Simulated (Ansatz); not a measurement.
The starting structures come from a database of crystals and need not be the phases stable at ambient conditions.

The decay constant κ of evanescent states in the gap governs leakage through a thin film.

Consider the following.

```xyz
4
Lattice="3.9880 0.0000 0.0000 -1.9940 3.4537 0.0000 1.9940 1.1512 8.0451" Properties=species:S:1:pos:R:3 pbc="T T T"
Cs     0.0000     0.0000     0.0000
Lu     0.0000     2.3025     4.0226
S      1.9940     1.1512     2.5926
S      1.9940     3.4537     5.4525
```

Space group of this cell: R-3m. The cell is taken as given.

Transport runs along the normal of the first two printed cell vectors, the (001) plane of the conventional cell.

The gap is the functional's own. No spin-orbit coupling. Mid-gap values are interpolated on the energy grid.

**Question.** Predict the band gap and the smallest decay constant κ at mid-gap from Ansatz (a program for electronic structure) with r2SCAN.

**Answer.** Gap 2.40 eV on a 10×10×10 mesh; κ = 0.263 1/Å, at the zone centre.
